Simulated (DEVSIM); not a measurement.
System: GaP/Si p-n heterojunction, at 400 K.

Layer 1 from the left is GaP, thickness (μm) 0.120, Na (cm⁻³) 5.4e17, τn (s) 1.1e-6, τp (s) 1.1e-6. Layer 2 from the left is Si, thickness (μm) 0.150, Nd (cm⁻³) 7.6e15, τn (s) 1.1e-6, τp (s) 1.1e-6.

Left contact: ohmic. Right contact: ohmic. Voltage is applied to the left contact. Recombination: SRH at mid-gap. Mobility is constant in doping.

Constants are typed, rounded textbook-type inputs, not results; the design itself was drawn at random and stands for no fabricated device. Values at 300 K; Nc and Nv go as T^1.5, mobilities as T to minus their exponent, the gap by Varshni's rule with the affinity fixed.

GaP: gap (eV) 2.26, affinity (eV) 3.8, permittivity 11.1, Nc (cm⁻³) 1.8e19, Nv (cm⁻³) 1.9e19, μn (cm²/Vs) 250, μp (cm²/Vs) 150, T exponent of μn 1.6, T exponent of μp 1.98, Varshni α (eV/K) 0.00058, Varshni β (K) 372. Si: gap (eV) 1.124, affinity (eV) 4.05, permittivity 11.7, Nc (cm⁻³) 2.86e19, Nv (cm⁻³) 3.1e19, μn (cm²/Vs) 1417, μp (cm²/Vs) 470, T exponent of μn 2.3, T exponent of μp 2.2, Varshni α (eV/K) 0.000473, Varshni β (K) 636.

DEVSIM, 1D drift-diffusion, Boltzmann statistics, complete ionisation; no tunnelling, impact ionisation, image-force lowering or self-heating. Band offsets follow the typed affinities; no thermionic-emission limit at abrupt steps, no polarisation charge.

What does the simulation give for the largest field in the device at zero bias, the dark forward voltage at 1 A/cm²?

largest field in the device at zero bias 360000 V/cm; dark forward voltage at 1 A/cm² 0.491 V.
